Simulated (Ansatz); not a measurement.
Here is the system:

```yaml
crystal:
  lattice:
    - [3.11247, 0.00000, 0.00000]
    - [-1.55623, 2.69548, 0.00000]
    - [0.00000, 0.00000, 11.49927]
  atoms:
    - { symbol: Mo, position: [0.66667, 0.33333, 0.25000] }
    - { symbol: Mo, position: [0.33333, 0.66667, 0.75000] }
    - { symbol: S, position: [0.66667, 0.33333, 0.61452] }
    - { symbol: S, position: [0.33333, 0.66667, 0.38548] }
    - { symbol: S, position: [0.33333, 0.66667, 0.11452] }
    - { symbol: S, position: [0.66667, 0.33333, 0.88548] }
```

Calculation: PBEsol+D3BJ with spin-orbit coupling, rigid bands (plane waves, PAW; Ansatz, a quantum-chemistry and plane-wave program). Condition of this run: uniaxial stress zz = 2 GPa (compression positive) (the target of the relaxation). How the cell was made: cell and atoms relaxed with PBEsol+d3bj, then loaded as said.

Problem. Predict the hole conductivity mass (n e² τ/σ) at 300 K, by direction if it differs.

Solution. 0.43 (x), 0.43 (y), 1.37 (z) mₑ.

Problem. What conductivity effective mass do dilute electrons have at 300 K?

Solution. 0.56 (x), 0.56 (y), 0.46 (z) mₑ.

Problem. And the band gap?

Solution. 0.40 eV at this level; semilocal functionals usually fall short of the measured gap.

Rigid bands, one relaxation time for all states, no polarons. Geometry: cell and atoms relaxed with PBEsol+D3(BJ).

PBEsol with a dispersion correction tends to overbind, so the cell can be several per cent short, in bad cases over ten, which usually narrows a gap: MoS2 under load (space group P6_3/mmc).
